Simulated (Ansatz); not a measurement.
**CdS under a change: biaxial strain +0.83 %, plane normal [111], relaxed out of plane**

Take CdS in the zinc blende structure (space group F-43m, No. 216; a = 5.7566 Å) as the base. Axes: x, y, z lie along the cube axes.

The change: biaxial strain +0.83 %, plane normal [111], relaxed out of plane (Cartesian); in-plane vectors clamped, the third vector and the atoms free.

Method: LDA (Ansatz, a quantum-chemistry and plane-wave program), spin-orbit coupling left out. k-mesh 10×10×10 (Γ-centred); smearing 0.05 eV (Fermi–Dirac).

The volume per atom goes up by 0.209 Å³ to 24.05 Å³ and the shortest interatomic distance grows by 0.0047 Å, from 2.493 Å to 2.497 Å. The energy goes up by 1.1 meV/atom and the pressure (mean of the normal stresses, compression positive) goes from zero to -0.60 GPa. The band gap drops by 0.06 eV (0.95 eV → 0.89 eV) and the gap character is still direct at Γ. The electron mass remains 0.10 mₑ (at Γ) and the hole mass is 0.095 mₑ out of plane, 1.7 mₑ in plane (at Γ). The valence-band top at Γ (three highest levels, from the VBM) changes from 0.00, 0.00, 0.00 eV to 0.00, -0.06, -0.06 eV and the out-of-plane strain amounts to -0.78 %. The ratio −ε⊥/ε∥ comes out as 0.94 and the mean in-plane stress (compression positive) is -0.9 GPa.

Cost of the whole job for the changed cell (relaxation, final SCF and bands): about 40 core-seconds (a rough figure).

Effective masses come from finite differences of ±0.01 Å⁻¹. Whether these cells are dynamically stable was not tested. Labels are those of the standard path for the cell's own space group.
